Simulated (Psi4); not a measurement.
Psi4 1.11, B3LYP/def2-svp: Sc(OiPr)(NH2)2 (CC(C)[O][Sc]([NH2])[NH2]), 18 atoms. The geometry is a generated start, not checked to be a minimum at this level.

task: energy
method: b3lyp
basis: def2-svp
memory: 3 GB
maxiter: 100
keys of the molecule block: symmetry c1
scf_type: df (default)
guess: auto, which took SAD (default)
scf_initial_accelerator: adiis (default)
e_convergence: 1e-06 (default)
d_convergence: 1e-06 (default)
dft_radial_points: 75 (default)
dft_spherical_points: 302 (default)
basis functions: 170
grid points: 383490

```xyz
18

Sc     1.0857     0.8784     0.8750
O     -0.2731    -0.3668     0.8279
C     -1.2371    -0.8812    -0.0330
C     -0.7891    -2.2465    -0.5747
C     -1.4841     0.1027    -1.1908
H     -2.1816    -1.0163     0.5298
H      0.1586    -2.1291    -1.1041
H     -1.5323    -2.6627    -1.2503
H     -0.6381    -2.9341     0.2544
H     -1.8787     1.0414    -0.7942
H     -0.5233     0.3011    -1.6900
H     -2.1887    -0.3048    -1.9128
N      2.6691     0.5009     2.0721
H      2.8089    -0.3414     2.6345
H      3.4772     1.0885     2.2848
N      0.8964     2.6129    -0.1347
H      1.5213     3.4172    -0.0982
H      0.1090     2.9398    -0.6958
```

Charge 0 and multiplicity 1 are set for this test and not shown to be the ground state.

One run each on 2 threads. Values of diis_max_vecs tried: 3, 6, 10 (default), 20.

### Question
Predict the course of the SCF iterations along this series.

### Answer
Fewest SCF iterations, within one of each other: 6 with 11, 10 (default) with 11, 20 with 11. The count rises to 24 at 3. All converge to one solution.

```tsv
diis_max_vecs	SCF iterations	end
3	24	same solution
6	11	same solution
10 (default)	11	same solution
20	11	same solution
```
